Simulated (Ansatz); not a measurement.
System: interstitial O in hexagonal La2O3 (charge state -2). Method: PBE, PAW (plane waves to 420 eV; Ansatz, a first-principles code).

Settings: 90 host sites, the relaxed PBE lattice, the Γ point alone, smearing 0.01 eV, spin-restricted, no image-charge correction. Energies are static. Spin-orbit coupling is left out. The charge state is imposed; whether it is stable for some Fermi level was not computed. Sites that were not tried may lie lower.

Barriers: single points on a 2×2×2 k-point mesh shifted by half a step along c at the bands' geometries.

Relaxed starting cell (atoms counted from 1):

```xyz
91
Lattice="11.8220 0.0000 0.0000 -5.9110 10.2381 0.0000 0.0000 0.0000 12.3750" Properties=species:S:1:pos:R:3 pbc="T T T"
La    -0.0031     2.2603     1.5173
La    -0.0253     2.2563     7.7018
La    -1.9676     5.6916     1.2415
La    -1.9671     5.6880     7.8828
La    -3.9576     9.1084     1.5169
La    -3.9714     9.0893     7.7017
La     3.9435     2.2778     1.5123
La     3.9433     2.2791     7.6817
La     1.9873     5.7065     1.5165
La     1.9789     5.7279     7.7022
La     0.0219     9.1082     1.5170
La     0.0359     9.0893     7.7016
La     7.8898     2.2603     1.5173
La     7.9121     2.2566     7.7016
La     5.8995     5.7066     1.5165
La     5.9081     5.7282     7.7023
La     3.9431     9.1052     1.5387
La     3.9431     9.1050     7.7903
La     1.9806     1.1460     4.6478
La     1.9896     1.1503    10.8187
La    -0.1033     4.6172     4.5631
La     0.0640     4.5183    10.8570
La    -1.9681     7.8471     4.5629
La    -1.9676     8.0353    10.8560
La     5.9061     1.1457     4.6479
La     5.8973     1.1502    10.8186
La     3.9434     4.5437     4.6476
La     3.9434     4.5344    10.8193
La     1.9775     7.9687     4.6658
La     1.9682     7.9646    10.8851
La     9.8544     1.1388     4.6665
La     9.8542     1.1471    10.8849
La     7.9895     4.6169     4.5629
La     7.8230     4.5185    10.8568
La     5.9087     7.9691     4.6657
La     5.9182     7.9646    10.8852
O      0.0272     0.0183     0.0224
O      0.0122     0.0112     6.1891
O     -1.9680     3.3007     0.0012
O     -1.9671     2.9490     6.2761
O     -4.0366     6.8884     0.0014
O     -4.3528     7.0657     6.2762
O      3.9435     0.0762    -0.0732
O      3.9432     0.0444     6.1689
O      2.0366     3.3786    -0.0753
O      2.0147     3.3936     6.1708
O      0.1011     6.8890     0.0013
O      0.4162     7.0637     6.2759
O      7.8592     0.0184     0.0223
O      7.8743     0.0108     6.1892
O      5.8506     3.3786    -0.0750
O      5.8727     3.3940     6.1706
O      3.9433     6.8015     0.0229
O      3.9431     6.8170     6.1896
O      0.0021     2.3257     3.9681
O      0.0073     2.2780    10.1941
O     -1.9668     5.6873     3.4131
O     -1.9674     5.6901    10.4436
O     -3.9011     9.0815     3.9670
O     -3.9356     9.1080    10.1938
O      3.9435     2.2777     3.9817
O      3.9435     2.2780    10.1186
O      1.9343     5.6695     3.9663
O      1.9758     5.6883    10.1958
O     -0.0347     9.0811     3.9675
O      0.0003     9.1081    10.1935
O      7.8846     2.3253     3.9683
O      7.8793     2.2782    10.1937
O      5.9523     5.6699     3.9662
O      5.9111     5.6883    10.1957
O      3.9430     9.1061     3.9772
O      3.9431     9.1053    10.2811
O      1.9832     1.1474     2.1972
O      1.9639     1.1350     8.3677
O      0.0558     4.5245     2.0308
O      0.0225     4.5426     8.4153
O     -1.9679     8.0264     2.0355
O     -1.9676     7.9851     8.4143
O      5.9036     1.1472     2.1975
O      5.9230     1.1349     8.3673
O      3.9434     4.5407     2.1958
O      3.9436     4.5644     8.3700
O      1.9852     7.9737     2.1780
O      2.0210     7.9946     8.4835
O      9.8544     1.1287     2.1792
O      9.8543     1.0873     8.4820
O      7.8311     4.5246     2.0318
O      7.8647     4.5431     8.4150
O      5.9011     7.9738     2.1778
O      5.8653     7.9949     8.4839
O     -1.9695     5.7012     5.7350
```
Cell charge -2.

End state 1 differs by these moves (Å; atoms that move under 0.08 Å are left out):

| atom | element | Δx | Δy | Δz |
|---|---|---|---|---|
| 3 | La | 0.00 | -0.08 | 0.27 |
| 4 | La | 0.00 | 0.11 | -0.08 |
| 6 | La | 0.14 | -0.06 | 0.10 |
| 12 | La | -0.14 | -0.06 | 0.10 |
| 21 | La | 0.14 | -0.06 | 0.10 |
| 23 | La | 0.00 | 0.11 | -0.08 |
| 24 | La | 0.00 | -0.08 | 0.27 |
| 33 | La | -0.14 | -0.06 | 0.10 |
| 37 | O | -0.09 | 0.01 | 0.05 |
| 40 | O | 0.00 | 0.42 | -0.08 |
| 41 | O | 0.00 | -0.13 | -0.01 |
| 42 | O | 0.00 | -0.48 | -0.18 |
| 44 | O | 0.00 | 0.42 | -0.08 |
| 45 | O | -0.09 | 0.01 | 0.05 |
| 47 | O | 0.00 | -0.13 | -0.01 |
| 48 | O | 0.00 | -0.48 | -0.18 |
| 49 | O | 0.09 | 0.01 | 0.05 |
| 51 | O | 0.09 | 0.01 | 0.05 |
| 57 | O | 0.00 | -0.02 | 0.54 |
| 58 | O | 0.00 | -0.07 | -0.11 |
| 60 | O | -0.06 | 0.02 | 0.14 |
| 61 | O | 0.00 | 0.05 | -0.10 |
| 63 | O | 0.09 | -0.02 | -0.08 |
| 66 | O | 0.06 | 0.02 | 0.14 |
| 69 | O | -0.09 | -0.02 | -0.08 |
| 72 | O | 0.00 | 0.00 | -0.11 |
| 75 | O | -0.06 | 0.02 | 0.14 |
| 77 | O | 0.00 | -0.07 | -0.11 |
| 78 | O | 0.00 | -0.02 | 0.54 |
| 81 | O | 0.00 | 0.00 | -0.11 |
| 84 | O | -0.09 | -0.02 | -0.08 |
| 86 | O | 0.00 | 0.05 | -0.10 |
| 87 | O | 0.06 | 0.02 | 0.14 |
| 90 | O | 0.09 | -0.02 | -0.08 |
| 91 | O | 0.00 | 2.25 | 0.90 |

### Question
Estimate the forward and backward barriers to end state 1 that PBE, PAW returns for this input.

### Answer
forward 0.47 eV, backward 0.47 eV; at the saddle point atom 91 has neighbours 2 La at 2.20, La at 2.76, La at 2.80; O at 2.40, O at 2.76, O at 2.77 Å. The saddle point's order was not checked, and it lies on a symmetry element of the cell, where a band can be held.
